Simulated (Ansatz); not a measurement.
Reference: Ta (Im-3m), PBEsol, DFPT electron-phonon coupling, linearised Boltzmann equation (plane waves, PAW, scalar-relativistic; Ansatz, an electronic-structure program); axes and stresses refer to this cell.

```yaml
crystal:
  lattice:
    - [-1.64114, 1.64114, 1.64114]
    - [1.64114, -1.64114, 1.64114]
    - [1.64114, 1.64114, -1.64114]
  atoms:
    - { symbol: Ta, position: [0.00000, 0.00000, 0.00000] }
```

electron-phonon coupling λ: 0.94
mean free path at 300 K: 3.7 nm
logarithmic mean phonon energy: 12.6 meV

Change: hydrostatic pressure 30 GPa. What happens to electron-phonon coupling λ, mean free path at 300 K, logarithmic mean phonon energy?

electron-phonon coupling λ falls to 0.82; mean free path at 300 K goes up to 4.9 nm; logarithmic mean phonon energy grows to 14.9 meV.

Metals; harmonic phonons alone scatter; means over directions. The mean free path is weighted by the current that each state carries. Halving the electron mesh moves these values by up to 3 %; q meshes are mostly untested. Some of the runs warned that the eigensolver left states short of its tolerance. Spin-orbit coupling is left out unless a row names it. Stresses and pressures are the targets of the relaxation.  The structure type is held under load, also where the real crystal would transform.
